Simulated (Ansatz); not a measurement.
CrGe in the rock salt structure (space group Fm-3m, No. 225; ferromagnetic; a hypothetical phase, not in the database extracts checked)

```cif
data_CrGe
_chemical_formula_sum 'Ge1 Cr1'
_space_group_name_H-M_alt 'P 1'
_space_group_IT_number 1
_cell_length_a 3.56952
_cell_length_b 3.56952
_cell_length_c 3.56952
_cell_angle_alpha 60.000
_cell_angle_beta 60.000
_cell_angle_gamma 60.000
loop_
_space_group_symop_operation_xyz
  'x, y, z'
loop_
_atom_site_label
_atom_site_type_symbol
_atom_site_fract_x
_atom_site_fract_y
_atom_site_fract_z
_atom_site_occupancy
Ge1 Ge 0.00000 0.00000 0.00000 1
Cr1 Cr 0.50000 0.50000 0.50000 1
```

Method: r2SCAN, PAW, 500 eV (Ansatz, a program for electronic structure; without spin-orbit coupling). Γ-centred 16×16×16 mesh, Fermi–Dirac width 0.05 eV.

* **Volume per atom**: 16.08 Å³
* **Density**: 6.44 g/cm³
* **Band gap**: zero
* **Magnetic state**: ferromagnetic
* **Total energy**: -3842.521 eV/atom (σ→0; compares only within this code and set-up)

Other magnetic orders, which the real material may have, were not ruled out. Stability against distortions was not tested.
